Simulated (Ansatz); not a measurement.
Consider ZrB₂ (space group P6/mmm, No. 191; relaxed with 0.1 eV smearing).

```yaml
crystal:
  lattice:
    - [3.15522, 0.00000, 0.00000]
    - [-1.57761, 2.73250, 0.00000]
    - [0.00000, 0.00000, 3.50621]
  atoms:
    - { symbol: Zr, position: [0.00000, 0.00000, 0.00000] }
    - { symbol: B, position: [0.66667, 0.33333, 0.50000] }
    - { symbol: B, position: [0.33333, 0.66667, 0.50000] }
```

Cartesian axes are those of the cell as printed.

Computed with PBEsol (Ansatz, a program for electronic structure; PAW; 420 eV plane waves; spin-orbit coupling left out).

Before the change:

- Volume per atom = 10.08 Å³

It is then changed as follows: biaxial strain +0.50 %, plane normal [001], relaxed out of plane (Cartesian); in-plane vectors clamped, the third vector and the atoms free.

Question: What does the calculation give for the in-plane stress after the change?

Answer: The mean in-plane stress (compression positive) amounts to -2.8 GPa.

Question: Estimate the effect on the volume per atom.

Answer: The volume per atom grows by 0.07 Å³ (10.08 Å³ → 10.15 Å³).

Stability against distortions was not tested. The final runs are not spin-polarised.
